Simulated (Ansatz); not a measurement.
The reference is CdGeAs$_{2}$ in the chalcopyrite structure (space group I-42d, No. 122).

```xyz
8
Lattice="-3.0238 3.0238 5.7442 3.0238 -3.0238 5.7442 3.0238 3.0238 -5.7442" Properties=species:S:1:pos:R:3 pbc="T T T"
Cd     0.0000     0.0000     0.0000
Cd     0.0000     3.0238     2.8721
Ge     0.0000     0.0000     5.7442
Ge     3.0238     0.0000     2.8721
As     1.3503     1.5119     7.1802
As     1.5119    -1.3503     4.3081
As     1.6735     1.5119     1.4360
As     1.5119     4.3741    -1.4360
```

All numbers come from PBE, PAW, 420 eV (Ansatz, a first-principles code; spin-orbit coupling left out).

For the base:

```
Quantity     Result
--------  ---------
Pressure  -0.01 GPa
```

It is then changed as follows: an isotropic linear strain of +3.00 %; the atoms relax in the strained cell.

Question: How does this affect the pressure and energy relative to the base?

Answer: The pressure (mean of the normal stresses, compression positive) falls by 3.78 GPa (-0.01 GPa → -3.79 GPa); the energy grows by 31 meV/atom.

Stability against distortions was not tested.
